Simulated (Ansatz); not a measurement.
Levels about the gap of amorphous Hf18O39Al2 (59 atoms in a cell of 755 Å³, 8.56 g/cm³; zone centre alone, so wide bands show as single levels with stretches between that a denser mesh fills), at the geometry that PBE relaxed, where it gives -0.3 GPa on a denser mesh. The participation number counts the atoms over which a state spreads; weights are charges in smoothed Voronoi cells. The levels come from a single point, so bond lengths are those of that geometry. Method of the levels: PBE, scalar-relativistic without spin-orbit coupling (Ansatz, a first-principles code). Sampling: the zone centre alone; Fermi-Dirac width 0.02 eV; no spin polarisation. At PBE the levels at the filled edge of the gap are localised (band-tail or defect states), and the nearest spread-out levels lie 4.1 eV apart at the zone centre.

A CHGNet melt-quench gave the starting glass, which DFT then relaxed. O atoms were pushed apart under 1.9 Å during the dynamics, to hinder bonds among them. The hot cell started wider than the set density and was brought back towards it in steps. It is the lowest in DFT energy of 2 quenches. It is a model cell: composition and starting density were chosen by hand, and all elements were melted together. No dispersion term was used. Its density started from a set value of 8.56 and ended at 8.56 g/cm³. The quench (nominally 300 K/ps over its main leg) was far faster than any real one, so the model tends to hold more defects than a real film. Values belong to this one cell and scatter from quench to quench. The volume was held where the preparation left it and the shape relaxed, at a PBE pressure of -0.3 GPa (tension).

```csv
"E - E(highest filled), eV",filling,participation number,largest on,weight O,weight Hf,weight Al
-0.54,filled,20.8,"O, 3 neighbours",0.95,0.05,0.00
-0.45,filled,22.8,"O, 3 neighbours",0.94,0.06,0.00
-0.36,filled,17.9,"O, 3 neighbours",0.94,0.05,0.01
-0.28,filled,12.0,"O, 3 neighbours",0.94,0.05,0.01
-0.24,filled,11.5,"O, 3 neighbours",0.95,0.05,0.00
-0.09,filled,8.0,"O, 3 neighbours",0.94,0.05,0.01
0.00,filled,7.8,"O, 3 neighbours",0.96,0.04,0.00
3.81,empty,19.8,"Hf, 5 neighbours",0.45,0.54,0.01
3.90,empty,12.1,"Hf, 6 neighbours",0.41,0.58,0.00
4.04,empty,23.4,"Hf, 5 neighbours",0.40,0.60,0.00
4.11,empty,23.8,"Hf, 7 neighbours",0.39,0.60,0.00
4.17,empty,25.1,"Hf, 5 neighbours",0.38,0.62,0.00
4.36,empty,21.9,"Hf, 6 neighbours",0.37,0.63,0.00
4.41,empty,29.0,"Hf, 5 neighbours",0.37,0.62,0.00
```

Most localised among these is the filled level at +0.00 eV, on a O atom, which has 3 neighbours (Hf 2.03 Å, Hf 2.11 Å, Hf 2.20 Å).
